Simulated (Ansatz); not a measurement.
Functionals compared on the (001) surface of alpha cristobalite (a metastable polymorph) in its 1x1 cell (cut with top plane O, bottom plane O), outermost plane spacing 0.54 Å in the ideal cut, in Ansatz (plane waves, PAW). The structure was relaxed with PBE; the other rows are single points on it, each with its references at the same level. Cutoff 420 eV (500 eV for r2SCAN). HSE06 used the coarser mesh 3x3x1.

Slab: 21 atoms, O14Si7, 11.7 Å thick at the start; k 5x5x1, smearing 0.025 eV, dipole-corrected; all atoms relaxed; start symmetry kept, larger cells not searched; no spin, no spin-orbit, no U. These notes are the PBE run's.

```
functional  surface energy (J/m²)          rough cost of the single point
----------  ---------------------  --------------------------------------
PBE                          1.89                                       –
LDA                          2.17          around 80 core-seconds (rough)
PBEsol                          …          around 80 core-seconds (rough)
RPBE                         1.76  about 80 core-seconds (a rough figure)
r2SCAN                       2.13           around 3 core-minutes (rough)
HSE06                        2.11                 roughly 30 core-minutes
```

Q: Fill in the missing entries.

A: 
- PBEsol, surface energy (J/m²): 2.01

Ansatz is a first-principles code.
